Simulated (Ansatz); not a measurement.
Terminations of the (100) surface of rock-salt TiC, measured from the surface 'clean 1x1'. Atoms come from or go to: Al: fcc Al, C: graphite, Cr: bcc Cr, antiferromagnetic, Cu: fcc Cu, Mg: hcp Mg, Nb: bcc Nb, O: ½ O2(g), Ru: hcp Ru, S: ⅛ S8(g), Ta: bcc Ta, Ti: hcp Ti, W: bcc W. ΔE is the energy of forming the row's surface from that one (negative: more stable at these reservoirs); the vacuum level's shift is aligned on the shared bottom. No zero-point or thermal terms. These are constructed structures in small cells; real faces may alloy, dewet or reconstruct in larger ones, and not all known structures of the face are among them. Slabs of about 13 Å, Fermi-Dirac smearing of 0.1 eV. Bottom of the slabs: a bare face, its two planes held. Relaxed from the named starts with such symmetry as they have, on meshes of like density; energies extrapolated to zero smearing; spin only where a row says so; no spin-orbit coupling, no U. Brackets mark spin-polarised runs, whose order is one that fits the cell. A dash marks a value that is undefined for that row (no clear gap, or no work function of a gapped slab) or was not read reliably on its mesh.

Method: PBE (plane waves to 420 eV, PAW; Ansatz, an electronic-structure program).

```json
[
 {"surface": "S on all C sites of the second plane (1 C–Ti, 1 S–Ti, 1 Ti–Ti bonds broke)", "atoms added per 1x1": "-1 C, +1 S", "ΔE per 1x1 (eV)": "0.35", "shift of the vacuum level (eV)": "-0.11", "work function (eV)": "4.44"},
 {"surface": "Ta on all Ti sites of the second plane", "atoms added per 1x1": "+1 Ta, -1 Ti", "ΔE per 1x1 (eV)": "___", "shift of the vacuum level (eV)": "-0.51", "work function (eV)": "3.96"},
 {"surface": "top plane replaced by TaO (1 O–Ti bonds broke)", "atoms added per 1x1": "-1 C, +1 O, +1 Ta, -1 Ti", "ΔE per 1x1 (eV)": "-2.10", "shift of the vacuum level (eV)": "-1.30", "work function (eV)": "3.24"},
 {"surface": "Nb on all Ti sites of the second plane", "atoms added per 1x1": "+1 Nb, -1 Ti", "ΔE per 1x1 (eV)": "0.47", "shift of the vacuum level (eV)": "-0.42", "work function (eV)": "4.05"},
 {"surface": "top plane replaced by MgO", "atoms added per 1x1": "-1 C, +1 Mg, +1 O, -1 Ti", "ΔE per 1x1 (eV)": "-3.57", "shift of the vacuum level (eV)": "-1.42", "work function (eV)": "3.12"},
 {"surface": "a layer of Al, one atom over each C", "atoms added per 1x1": "+1 Al", "ΔE per 1x1 (eV)": "___", "shift of the vacuum level (eV)": "-0.14", "work function (eV)": "4.40"},
 {"surface": "top plane replaced by WO (1 O–Ti bonds broke)", "atoms added per 1x1": "-1 C, +1 O, -1 Ti, +1 W", "ΔE per 1x1 (eV)": "-0.17", "shift of the vacuum level (eV)": "-0.46", "work function (eV)": "4.05"},
 {"surface": "Ta on half the Ti sites of the top plane, c(2x2)", "atoms added per 1x1": "+0.5 Ta, -0.5 Ti", "ΔE per 1x1 (eV)": "-0.12", "shift of the vacuum level (eV)": "-0.53", "work function (eV)": "3.97"},
 {"surface": "O on all C sites of the second plane", "atoms added per 1x1": "-1 C, +1 O", "ΔE per 1x1 (eV)": "-3.34", "shift of the vacuum level (eV)": "-0.70", "work function (eV)": "3.75"},
 {"surface": "a layer of Cu, one atom over each C", "atoms added per 1x1": "+1 Cu", "ΔE per 1x1 (eV)": "0.71", "shift of the vacuum level (eV)": "0.02", "work function (eV)": "4.53"},
 {"surface": "Cr on all Ti sites of the second plane [spin, 1.6 μB a cell]", "atoms added per 1x1": "+1 Cr, -1 Ti", "ΔE per 1x1 (eV)": "2.22", "shift of the vacuum level (eV)": "-0.27", "work function (eV)": "4.22"},
 {"surface": "a layer of Ru, one atom over each Ti", "atoms added per 1x1": "+1 Ru", "ΔE per 1x1 (eV)": "3.58", "shift of the vacuum level (eV)": "0.52", "work function (eV)": "5.04"}
]
```

Task: What belongs in the gaps?

Result: 
- Ta on all Ti sites of the second plane, ΔE per 1x1 (eV): 0.22
- a layer of Al, one atom over each C, ΔE per 1x1 (eV): -0.25
